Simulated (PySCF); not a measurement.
PySCF 2.14.0, PBE0/def2-svp, df: all-trans C9H20 (CCCCCCCCC), 29 atoms. The geometry is a generated start, not checked to be a minimum at this level.

```json
{
  "task": "energy",
  "method": "pbe0",
  "basis": "def2-svp",
  "two_electron_scheme": "density fitting",
  "mol.max_memory": "3000 MB",
  "mf.init_guess": "minao (default)",
  "mf.DIIS": "CDIIS (default)",
  "mf.diis_space": "8 (default)",
  "mf.conv_tol": "1e-09 (default)",
  "mf.grids.level": "3 (default)",
  "basis_functions": "226",
  "grid_points": "323224"
}
```

Hardware: Arm Neoverse V2, 96 cores on 1 socket, no SMT, 1 L3 cache group.

Times are wall-clock medians of two to five repeats, from the common launch until the last copy ends, with nothing else on the machine. Processes are pinned to neighbouring cores unless said otherwise. The build: PyPI wheel: OpenMP (GNU), a bundled serial OpenBLAS 0.3.3 under its C layer, NumPy's threaded OpenBLAS held to generic ARMv8 kernels, libcint, Libxc; another build can shift the numbers. Scratch files lie in a memory file system.

Ways to fill 88 cores (the node offers 329 GiB):
- 88 threads, 1 BLAS thread
- 11 copies of 8 threads, 1 BLAS thread
- 22 copies of 4 threads, 1 BLAS thread
- 4 copies of 22 threads, 1 BLAS thread
- 2 copies of 44 threads, 1 BLAS thread

Question: Many such jobs are to be run on this machine. Which way of sharing its cores gives the most finished jobs an hour?

Answer: 22 copies of 4 threads, 1 BLAS thread: 2900 jobs an hour. At the low end 88 threads, 1 BLAS thread gives 580. The best is the narrowest job tried, and narrower ones have no timing here.

```csv
way,time till all copies end,jobs an hour,"memory in all, scratch files included"
"22 copies of 4 threads, 1 BLAS thread",27 s,2900,20 GiB
"11 copies of 8 threads, 1 BLAS thread",16 s,2500,9.9 GiB
"4 copies of 22 threads, 1 BLAS thread",8.2 s,1700,3.7 GiB
"2 copies of 44 threads, 1 BLAS thread",6.2 s,1200,1.9 GiB
"88 threads, 1 BLAS thread",6.2 s,580,1.0 GiB
```

2 planned settings were not run, for want of time.
